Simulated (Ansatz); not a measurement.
Consider CsSnBr₃ in the cubic perovskite structure (space group Pm-3m, No. 221).

```cif
data_Br3CsSn
_chemical_formula_sum 'Cs1 Sn1 Br3'
_space_group_name_H-M_alt 'Pm-3m'
_space_group_IT_number 221
_space_group_name_Hall '-P 4 2 3'
_cell_length_a 5.76450
_cell_length_b 5.76450
_cell_length_c 5.76450
_cell_angle_alpha 90.000
_cell_angle_beta 90.000
_cell_angle_gamma 90.000
loop_
_atom_site_label
_atom_site_type_symbol
_atom_site_symmetry_multiplicity
_atom_site_Wyckoff_symbol
_atom_site_fract_x
_atom_site_fract_y
_atom_site_fract_z
_atom_site_occupancy
Cs1 Cs 1 a 0.00000 0.00000 0.00000 1
Sn1 Sn 1 b 0.50000 0.50000 0.50000 1
Br1 Br 3 c 0.00000 0.50000 0.50000 1
```

Calculations: Ansatz (a program for electronic structure), PBEsol, PAW, cutoff 420 eV, without spin-orbit coupling.

For the base:

| Property | Value |
|---|---|
| Shortest interatomic distance | 5.447 bohr |
| Band gap | 0.22 eV |

Modification: every Cs is replaced by Na, then cell and atoms are relaxed.

Tabulated Pauling electronegativity and covalent radius: Cs 0.79, 2.44 Å; Na 0.93, 1.66 Å.

Task: What happens to the shortest interatomic distance and band gap?

Result: The shortest interatomic distance falls by 0.0415 bohr, from 5.447 bohr to 5.405 bohr; the band gap shrinks by 0.09 eV (0.22 eV → 0.13 eV).

No phonon test of stability was made. As relaxed here, NaSnBr3 is a hypothetical phase, not in the database extracts checked. Many cubic perovskites are stable only at high temperature; tilts and polar distortions were not tested. The zero or small gap of NaSnBr3 and CsSnBr3 can change with the level of theory.
